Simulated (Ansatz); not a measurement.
Pressure series in InSb

Start from InSb in the zinc blende structure (space group F-43m, No. 216).

```xyz
2
Lattice="0.0000 3.2594 3.2594 3.2594 0.0000 3.2594 3.2594 3.2594 0.0000" Properties=species:S:1:pos:R:3 pbc="T T T"
In     0.0000     0.0000     0.0000
Sb     1.6297     1.6297     1.6297
```

Cell and atoms are relaxed at each pressure.

All numbers come from Ansatz (a quantum-chemistry and plane-wave program), PBEsol, PAW, cutoff 420 eV, no spin-orbit coupling.

Notes on the quantities. enthalpy: H = E + PV relative to the base's energy.

```csv
case,volume per atom,enthalpy
base,34.63 Å³,–
pressure −2 GPa,36.54 Å³,-0.44 eV/atom
pressure −1 GPa,35.50 Å³,-0.22 eV/atom
pressure 0.9 GPa,33.94 Å³,+0.19 eV/atom
pressure 2.1 GPa,[?],+0.44 eV/atom
pressure 4.5 GPa,[?],+0.93 eV/atom
pressure 9 GPa,29.88 Å³,+1.79 eV/atom
pressure 15 GPa,28.03 Å³,+2.88 eV/atom
pressure 22.5 GPa,26.34 Å³,+4.15 eV/atom
pressure 30 GPa,25.05 Å³,+5.35 eV/atom
```

**Question.** What belongs in the blanks?

**Answer.** 
- pressure 2.1 GPa, volume per atom: 33.13 Å³
- pressure 4.5 GPa, volume per atom: 31.78 Å³

Load acts through the strain it causes; cell and atoms are relaxed under it. No phonon test of stability was made. Tetrahedral semiconductors of this kind turn to denser phases somewhere between about 1 and 50 GPa; those were not computed, so compressed cells here can lie past the real transition. All final runs are without spin polarisation.
